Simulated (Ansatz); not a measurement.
The starting structures come from a database of crystals and need not be the phases stable at ambient conditions.

Given:

```xyz
12
Lattice="5.5367 0.0000 0.0000 0.0000 8.1008 0.0000 0.0000 1.7664 7.9059" Properties=species:S:1:pos:R:3 pbc="T T T"
Cs     1.3842     3.1629     2.5342
Cs     4.1525     6.7042     5.3716
Cu     0.0000     7.1487     1.1883
Cu     0.0000     2.7184     6.7176
Cu     2.7684     2.7184     6.7176
Cu     2.7684     7.1487     1.1883
Br     1.3842     8.7048     6.9746
Br     4.1525     1.1624     0.9313
Br     1.3842     7.5108     3.1538
Br     4.1525     2.3564     4.7521
Br     4.1525     5.1515     1.2635
Br     1.3842     4.7156     6.6423
```

Space group of this cell: Cmcm. The cell is taken as given.

Transport runs along the normal of the first two printed cell vectors.

The gap is the functional's own, uncorrected, and κ follows it; spin-orbit coupling is left out. Mid-gap values are interpolated between the computed energies.

Q: State the band gap and the smallest decay constant κ at mid-gap according to r2SCAN in Ansatz (a program for electronic structure).

A: Gap 2.10 eV on a 6×4×4 mesh; κ = 0.238 1/Å, at the zone centre.
